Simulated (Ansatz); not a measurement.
The starting structures come from a database of crystals and need not be the phases stable at ambient conditions.

Where the default PAW files enter, the runs use the earlier of Ansatz's two default sets.

The decay constant κ of evanescent states in the gap governs leakage through a thin film.

Consider the following.

```
MoSe2
1.0
    3.28245     0.00000     0.00000
    1.64122     2.84268     0.00000
    1.64122     0.94756     6.33092
Mo Se
1 2
Direct
  0.66682   0.66682   0.99954
  0.42139   0.42139   0.73582
  0.24546   0.24546   0.26363
```

Space group of this cell: R3m. The cell was relaxed by PBE-D3(BJ); by PBEsol its mean pressure is -1.0 GPa.

Transport runs along the normal of the first two printed cell vectors, the (001) plane of the conventional cell.

The gap is the functional's own. No spin-orbit coupling. Mid-gap values are those at the computed energy nearest the middle.

Problem. Compute, with Ansatz (an electronic-structure program) with PBEsol, the band gap and the smallest decay constant κ at mid-gap.

Solution. Gap 0.72 eV on a 10×10×10 mesh; κ = 0.185 1/Å, at (0.333, 0.167) of the in-plane reciprocal vectors. At the zone centre the slowest state has κ = 0.53 1/Å.
